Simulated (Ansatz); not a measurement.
MgTe (P6₃/mmc, No. 194, 4 atoms in the cell; start mp-1017510; a measured phase of this formula has another space group), treated with HSE06 in Ansatz (PAW).

Settings: plane-wave cutoff 460 eV, 9×9×4 k mesh (along the axes of the cell as run), Fermi–Dirac smearing 0.01 eV, scalar-relativistic PAW data made under PBE.

Cell (relaxed with PBEsol):

```cif
data_Mg2Te2
_chemical_formula_sum 'Mg2 Te2'
_space_group_name_H-M_alt 'P 1'
_space_group_IT_number 1
_cell_length_a 4.17856
_cell_length_b 4.17856
_cell_length_c 6.81596
_cell_angle_alpha 90.000
_cell_angle_beta 90.000
_cell_angle_gamma 120.000
loop_
_space_group_symop_operation_xyz
  'x, y, z'
loop_
_atom_site_label
_atom_site_type_symbol
_atom_site_fract_x
_atom_site_fract_y
_atom_site_fract_z
_atom_site_occupancy
Mg1 Mg 0.00000 0.00000 0.50000 1
Mg2 Mg 0.00000 0.00000 0.00000 1
Te1 Te 0.33333 0.66667 0.25000 1
Te2 Te 0.66667 0.33333 0.75000 1
```

Give the computed band gap.


- band gap = 1.51 eV (on the SCF k mesh)

Note: cell and atoms aren't relaxed at this level (pressure 0.6 GPa).

Spin–orbit coupling is not included; with these elements it can move the gap by several tenths of an eV or more.

Static lattice: no zero-point or thermal effects.

Cost on a shared machine: around 9 core-minutes (rough).

A start named mp-… is a Materials Project structure, which need not be a measured phase.

Ansatz is a first-principles code.
